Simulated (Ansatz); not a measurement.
Take GaAs in the zinc blende structure (space group F-43m, No. 216) as the base.

```
CELL_PARAMETERS angstrom
      0.00000     2.80140     2.80140
      2.80140     0.00000     2.80140
      2.80140     2.80140     0.00000
ATOMIC_POSITIONS crystal
  Ga 0.00000 0.00000 0.00000
  As 0.25000 0.25000 0.25000
```

Level of theory: Ansatz (an electronic-structure program), LDA, PAW, cutoff 420 eV, spin-orbit coupling left out.

For the base:

| Item | Value |
|---|---|
| Valley order | Γ 0.49 eV; L along ⟨111⟩ 0.92 eV; a point along ⟨100⟩, about 1.0 Å⁻¹ from Γ 1.26 eV |
| Lattice parameter a | 5.603 Å |

Now apply this change: hydrostatic tension (pressure −1 GPa).

Question: What does the calculation give for the valley order and lattice parameter a after the change?

Answer: The valley order (the lowest conduction-band minima on the path, energy above the VBM, named in the base's zone) goes from Γ 0.49 eV; L along ⟨111⟩ 0.92 eV; a point along ⟨100⟩, about 1.0 Å⁻¹ from Γ 1.26 eV to Γ 0.38 eV; L along ⟨111⟩ 0.88 eV; a point along ⟨100⟩, about 1.0 Å⁻¹ from Γ 1.29 eV; the lattice parameter a goes up by 0.026 Å to 5.629 Å.

The levels and masses belong to the bands next to the band gap. Load acts through the strain it causes; cell and atoms are relaxed under it. Whether these cells are dynamically stable was not tested.
